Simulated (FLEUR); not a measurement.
Several settings converged on Ca (Fm-3m, 1 atom in the cell)

```
CELL_PARAMETERS angstrom
      0.00000     2.79837     2.79837
      2.79837     0.00000     2.79837
      2.79837     2.79837     0.00000
ATOMIC_POSITIONS crystal
  Ca 0.00000 0.00000 0.00000
```

Base method: PBEsol, all-electron FLAPW (FLEUR), scalar-relativistic valence.

Base settings: Kmax = 3.8 1/bohr; GmaxXC = 15.2 1/bohr; xcFunctional = PBEs; jspins = 1; l_soc = F; mode = hist; fermiSmearingEnergy = 0.00367493 Htr; mesh (inpgen div1-3) = 5 5 5; inpgen gamma flag = false; Gmax = 15.2 1/bohr.

**Shifted k-point meshes**

Only quantities that move along the ladder and can be compared are tabulated.

```tsv
kpt_div	free energy less the last step's (meV/atom)
4 4 4	6.24
6 6 6	-0.10
8 8 8	-0.05
10 10 10	0.03
12 12 12	0.00
16 16 16	0.00
18 18 18	0.00
22 22 22	0.00
```

Coarsest kpt_div that holds the free energy within 1 meV/atom of the last step, with all finer ones: 6 6 6; the step before is off by 6.2 meV/atom.

**The k-point mesh at a smearing width of 0.3 eV**

In this ladder: fermiSmearingEnergy = 0.0110248 Htr. Moved along: kpt_gamma.

Only quantities that move along the ladder and can be compared are tabulated.

| kpt_div | free energy less the last step's (meV/atom) |
|---|---|
| 4 4 4 | -24.78 |
| 5 5 5 | 5.44 |
| 6 6 6 | 0.27 |
| 9 9 9 | -0.03 |
| 11 11 11 | 0.02 |
| 14 14 14 | 0.01 |
| 16 16 16 | -0.01 |
| 20 20 20 | 0.00 |
| 24 24 24 | 0.00 |

Coarsest kpt_div that holds the free energy within 2 meV/atom of the last step, with all finer ones: 6 6 6; the step before is off by 5.4 meV/atom.

**The width of Gaussian smearing**

In this ladder: mode = gauss; kpt_div = 8 8 8; kpt_gamma = true.

Narrow widths need finer meshes than wide ones, so the last steps can hold mesh noise.

Only quantities that move along the ladder and can be compared are tabulated; pressure and forces are left out, as mesh noise rules them at narrow widths.

```csv
fermiSmearingEnergy,total energy (no entropy term) less the last step's (meV/atom)
0.0367493 Htr,295.46
0.0183747 Htr,73.38
0.0110248 Htr,22.41
0.00734986 Htr,9.12
0.00367493 Htr,3.03
0.00183747 Htr,0.00
```

Widest fermiSmearingEnergy that holds the total energy (no entropy term) within 5 meV/atom: not settled: the last two steps still differ by 3.0 meV/atom, over half the tolerance, so the ladder does not show it.

On the base run: the starting cell has typed, rounded lattice constants, without a prior relaxation at this level. Its lattice was rescaled by up to half a per cent. Values depend on the basis (sphere radii, cutoffs, local orbitals), which need not be converged.

Left out of this page: 2 runs of the series outside the window shown, repeating another row's setting, or not comparable; 1 run of the series failed or unconverged.
